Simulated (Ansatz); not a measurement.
Functionals compared on a constructed model of the (100) surface of fcc Ni, ferromagnetic, a pseudomorphic layer of Sn in the host's stacking (bottom of the slab: a bare face, its two planes held), in Ansatz (plane waves, PAW). The structure was relaxed with PBE; the other rows are single points on it. Cutoff 420 eV.

Slab: 7 atoms, 10.9 Å thick at the start; k 15x15x1, smearing 0.1 eV, dipole-corrected; 2 atoms held, the rest relaxed; symmetry of the start imposed; spin-polarised, ending with about 3.5 μB a cell; orders that need a larger cell were not tried, no spin-orbit, no U. It is one candidate, not shown to be the stable structure of the face. These notes are the PBE run's.

| functional | work function of the top face (eV) | magnetic moment of the cell (μB) | rough cost of the single point |
|---|---|---|---|
| PBE | 3.67 | 3.48 | – |
| RPBE | ___ | 3.53 | very roughly 100 core-seconds |

### Question
Complete the blanks.

### Answer

- RPBE, work function of the top face (eV): 3.55

Ansatz is a program for electronic structure.
